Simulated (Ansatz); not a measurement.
Consider NbAs in the CsCl type structure (space group Pm-3m, No. 221; a hypothetical phase, not in the database extracts checked; relaxed with 0.1 eV smearing).

```
NbAs
1.0
    3.18081     0.00000     0.00000
    0.00000     3.18081     0.00000
    0.00000     0.00000     3.18081
Nb As
1 1
Direct
  0.00000   0.00000   0.00000
  0.50000   0.50000   0.50000
```

Cartesian axes are those of the cell as printed.

All numbers come from PBEsol/PAW in Ansatz (a program for electronic structure), no spin-orbit coupling.

One thing is altered: tensor shear ε_yz = +3.91 % (engineering shear γ = 0.0782); the atoms relax in the strained cell.

**Question.** Predict the stress tensor and what it implies for the stiffness.

**Answer.** Stress of the strained cell less that of the base (GPa, compression positive):
```
    1.6     0.0     0.0
    0.0     1.2    -8.9
    0.0    -8.9     1.2
```

Then −Δσ/γ with γ = 2ε = 0.0782 gives secant stiffness values (nonlinear terms included at this strain): C44 ≈ 113 GPa.

As a check, the harmonic strain energy −½ V₀ Δσ:ε is 35 meV/atom; the computed energy rise is 35 meV/atom.

Whether these cells are dynamically stable was not tested. All final runs are without spin polarisation.
